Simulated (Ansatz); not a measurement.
CuI in the wurtzite structure (space group P6_3mc, No. 186)

```yaml
crystal:
  lattice:
    - [4.18699, 0.00000, 0.00000]
    - [-2.09349, 3.62604, 0.00000]
    - [0.00000, 0.00000, 6.89779]
  atoms:
    - { symbol: Cu, position: [0.66667, 0.33333, 0.87373] }
    - { symbol: Cu, position: [0.33333, 0.66667, 0.37373] }
    - { symbol: I, position: [0.66667, 0.33333, 0.50127] }
    - { symbol: I, position: [0.33333, 0.66667, 0.00127] }
```

The values are results of PBEsol in Ansatz (plane waves to 420 eV, PAW, no spin-orbit coupling), not measurements. Settings: 9×9×5 k-points, 0.05 eV Fermi–Dirac smearing.

```yaml
volume_per_atom: 26.18 Å³
density: 6.04 g/cm³
band_gap: 1.22 eV, direct at Γ
electron_mass: 0.13 mₑ along c, 0.15 mₑ across
total_energy: -7010.643 eV/atom (σ→0; compares only within this code and set-up)
```

With I present, leaving out spin-orbit coupling can change the band edges. Effective masses come from finite differences of ±0.01 Å⁻¹. Whether these cells are dynamically stable was not tested. All final runs are without spin polarisation. This is not the structure that CuI has at room temperature and ambient pressure.

Ansatz is a first-principles code.
